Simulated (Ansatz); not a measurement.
Take HfC in the rock salt structure (space group Fm-3m, No. 225; a = 4.607 Å; relaxed with 0.1 eV smearing) as the base. Axes: x, y, z lie along the cube axes.

All numbers come from PBEsol (Ansatz, a program for electronic structure, PAW, scalar-relativistic without spin-orbit coupling).

Strains are applied to the cell and any free atomic positions relax; under biaxial strain the out-of-plane vector relaxes too.

One change was made to it. Results:

```json
[
 {"quantity": "volume per atom", "base": "12.22 Å³", "after": "12.52 Å³"},
 {"quantity": "pressure (mean of the normal stresses, compression positive)", "base": "0.0 GPa", "after": "-5.7 GPa"}
]
```

### Question
Name the change that was made.
(A) biaxial strain −1.25 %, plane normal [111], relaxed out of plane
(B) biaxial strain +0.83 %, plane normal [111], relaxed out of plane
(C) biaxial strain +0.42 %, plane normal [111], relaxed out of plane
(D) biaxial strain −0.42 %, plane normal [111], relaxed out of plane
(E) biaxial strain +1.67 %, plane normal [111], relaxed out of plane

### Answer
E, biaxial strain +1.67 %, plane normal [111], relaxed out of plane. For comparison, the pressure in the other runs: biaxial strain −1.25 %, plane normal [111], relaxed out of plane gives 4.7 GPa; biaxial strain +0.42 %, plane normal [111], relaxed out of plane gives -1.5 GPa; biaxial strain +0.83 %, plane normal [111], relaxed out of plane gives -2.9 GPa; biaxial strain −0.42 %, plane normal [111], relaxed out of plane gives 1.5 GPa.

Stability against distortions was not tested. All final runs are without spin polarisation.
